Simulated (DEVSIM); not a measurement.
Device: abrupt CdTe n-p junction, at 400 K.

Layer 1 from the left is CdTe, thickness (μm) 0.820, Nd (cm⁻³) 2.6e17, τn (s) 2.9e-8, τp (s) 2.9e-8. Layer 2 from the left is CdTe, thickness (μm) 53.0, Na (cm⁻³) 1.6e17, τn (s) 2.9e-8, τp (s) 2.9e-8.

Left contact: ohmic. Right contact: ohmic. Voltage is applied to the left contact. Recombination: SRH at mid-gap. Mobility is μmin + (μ − μmin)/(1 + (N/Nref)^α).

The device is made up for the run: typed textbook-type constants, with dimensions and the other settings drawn at random. Values at 300 K; Nc and Nv go as T^1.5, mobilities as T to minus their exponent, the gap by Varshni's rule with the affinity fixed.

CdTe: gap (eV) 1.5, affinity (eV) 4.28, permittivity 10.2, Nc (cm⁻³) 8e17, Nv (cm⁻³) 1.8e19, μn (cm²/Vs) 1000, μp (cm²/Vs) 80, μn,min 100, μp,min 10, Nref,n 1e17, Nref,p 1e17, αn 0.6, αp 0.6, T exponent of μn 1.7, T exponent of μp 1.5, Varshni α (eV/K) 0.00031, Varshni β (K) 108.

Model (solved in DEVSIM): 1D drift-diffusion, Boltzmann statistics, complete ionisation; no tunnelling, impact ionisation, image-force lowering or self-heating.

Dark forward current:

```tsv
|V| (V)	|J| (A/cm²)
0.05	6.606e-9
0.10	1.943e-8
0.15	4.593e-8
0.20	1.019e-7
0.25	2.208e-7
0.30	4.748e-7
0.35	1.020e-6
0.40	2.199e-6
0.45	4.778e-6
0.50	1.054e-5
0.55	2.389e-5
0.60	5.662e-5
0.65	0.0001439
0.70	0.0004026
0.75	0.001257
0.80	0.004355
0.85	0.01631
0.90	0.06403
0.95	0.2526
1.00	0.9243
1.05	2.740
1.10	6.092
1.15	10.71
1.20	16.19
1.25	22.25
1.30	28.75
```

Problem. Work out the local ideality factor n = ΔV / (kT/q · ln(J2/J1)) between the rows 0.15 and 0.20 V, 0.90 and 0.95 V, 1.25 and 1.30 V.

Solution. kT/q = 34.47 mV. From 0.15 to 0.20 V: ln(1.019e-7/4.593e-8) = 0.797, n = 1.82. From 0.90 to 0.95 V: ln(0.2526/0.06403) = 1.372, n = 1.06, near the 1 of diffusion or emission over a barrier. From 1.25 to 1.30 V: ln(28.75/22.25) = 0.256, n = 5.66.

Problem. Estimate the current at 0.90 V from the Shockley equation with J0 = Σ q ni² D/(N L) coth(W/L), τ joining the SRH, radiative and Auger lifetimes that are on, and W taken as the whole layer.

Solution. ni² = 1.01e19 cm⁻⁶; holes in the n layer: μ = 22.9 cm²/Vs, D = 0.789 cm²/s, τ = 2.90e-8 s, L = 1.51 μm, W/L = 0.54, term 6.54e-14 A/cm²; electrons in the p layer: μ = 299 cm²/Vs, D = 10.3 cm²/s, τ = 2.90e-8 s, L = 5.46 μm, W/L = 9.7, term 1.90e-13 A/cm². J0 = 2.55e-13 A/cm², and J = J0 exp(qV/kT) = 0.0558 A/cm². The simulation gives 0.0640 A/cm²; the estimate lies 13 % below. The estimate leaves out recombination in the depletion region and that region's share of W.
